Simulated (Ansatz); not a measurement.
Functionals compared on SiH3 on the 1x1 (110) surface of zinc-blende InP (cut with top plane In + P), one in a 2x1 cell, started at the site 'top P', in Ansatz (plane waves, PAW). The structure was relaxed with PBE; the other rows are single points on it, each with its references at the same level. Cutoff 420 eV (500 eV for r2SCAN). The points keep PBE's geometry, so the relaxation of a polaron and the settling of charge on one site are left out.

Host crystal: zinc-blende InP, with a band gap (PBE, scalar-relativistic without spin-orbit coupling).

Slab: 24 atoms, 8.9 Å thick at the start under the adsorbate (thin: gaps and levels are the slab's own); k 3x4x1, smearing 0.01 eV, dipole-corrected; 8 atoms held, the rest relaxed; no symmetry held; spin-polarised, ending with about 0.8 μB a cell, a value that depends on the mesh; orders that need a larger cell were not tried, no spin-orbit, no U, no dispersion correction. The slab shows no gap over 0.04 eV on its mesh. At the end it is bonded to P. In PBE it is, or lies within 0.03 eV of, the lowest of the starts that converged. These notes are the PBE run's. r2SCAN: The program's check for a lower electronic state was not made. Adsorption energies are against SiH4(g) − ½ H2(g). A negative adsorption energy means that the adsorbate is more stable on the surface than in its reference.

```json
[
 {"functional": "PBE", "adsorption energy (eV)": "0.05", "rough cost of the single point": "–"},
 {"functional": "RPBE", "adsorption energy (eV)": "(withheld)", "rough cost of the single point": "roughly 4 core-minutes"},
 {"functional": "r2SCAN", "adsorption energy (eV)": "-0.07", "rough cost of the single point": "roughly 8 core-minutes"}
]
```

Task: Some entries are withheld; supply them.

Result: 
- RPBE, adsorption energy (eV): 0.21

Ansatz is a quantum-chemistry and plane-wave program.
